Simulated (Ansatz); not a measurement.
Polymorphs of MgIn$_{2}$O$_{4}$, PBEsol, rigid bands (Ansatz, a quantum-chemistry and plane-wave program); geometry: cell and atoms relaxed with PBEsol.
- Fd-3m, primitive cell of 14: a = b = c = 6.3292 Å, α = β = γ = 60.00°
- Imma, primitive cell of 14: a = 6.280 Å, b = 6.280 Å, c = 6.280 Å, α = 120.42°, β = 119.15°, γ = 90.37°

```tsv
Space group	volume per atom (Å³)	band gap	electron conductivity mass	Seebeck coefficient, n-type 1e19 cm⁻³
Fd-3m	12.8	___	0.26 mₑ	-139 μV/K
Imma	12.5	1.39 eV	___	-121 μV/K
```

Q: Some entries are withheld; supply them.

A: 
- Fd-3m, band gap: 1.92 eV
- Imma, electron conductivity mass: 0.22 mₑ

Masses are for dilute carriers at 300 K, harmonic means over directions unless an axis is named. Seebeck coefficients are for the stated density at 300 K, with one relaxation time for all states and whether or not that doping can be reached. Spin-orbit coupling is left out.

Computed structure with no diffraction record at hand here (it may be known, metastable or hypothetical): MgIn2O4 (Fd-3m), MgIn2O4 (Imma).
